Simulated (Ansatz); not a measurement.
Take ZnCu2SnS4 (space group I-4, No. 82; a = 5.414 Å, c = 10.823 Å) as the base. Axes: x, y, z lie along a, b, c of the conventional cell.

The values are results of DFT with r2SCAN, PAW potentials and a 500 eV plane-wave cutoff in Ansatz (a first-principles code), no spin-orbit coupling, earlier PAW set, not measurements.

Before the change:

- Hole mass = 0.12 mₑ along c, 0.81 mₑ across (at Γ)
- Valence-band top at Γ = 0.00, -0.07, -0.07 eV
- Pressure = 0.00 GPa
- Electron mass = 0.11 mₑ (at Γ)

Now apply this change: biaxial strain +4.26 %, plane normal [001], relaxed out of plane (Cartesian); in-plane vectors clamped, the third vector and the atoms free.

Question: How does this affect the hole mass?

Answer: The hole mass changes from 0.12 mₑ along c, 0.81 mₑ across (at Γ) to 0.088 mₑ out of plane, 0.97 mₑ in plane (at Γ).

Question: Estimate the effect on the valence-band top at Γ.

Answer: The valence-band top at Γ (three highest levels, from the VBM) becomes 0.00, -0.24, -0.24 eV (base: 0.00, -0.07, -0.07 eV).

Question: Estimate the effect on the pressure.

Answer: The pressure (mean of the normal stresses, compression positive) goes from zero to -2.17 GPa.

Question: Estimate the effect on the electron mass.

Answer: The electron mass goes from 0.11 mₑ (at Γ) to 0.081 mₑ out of plane, 0.11 mₑ in plane (at Γ).

The levels and masses belong to the bands next to the band gap. Masses are band curvatures over ±0.01 Å⁻¹ around the edge. Whether these cells are dynamically stable was not tested. The final runs are not spin-polarised.
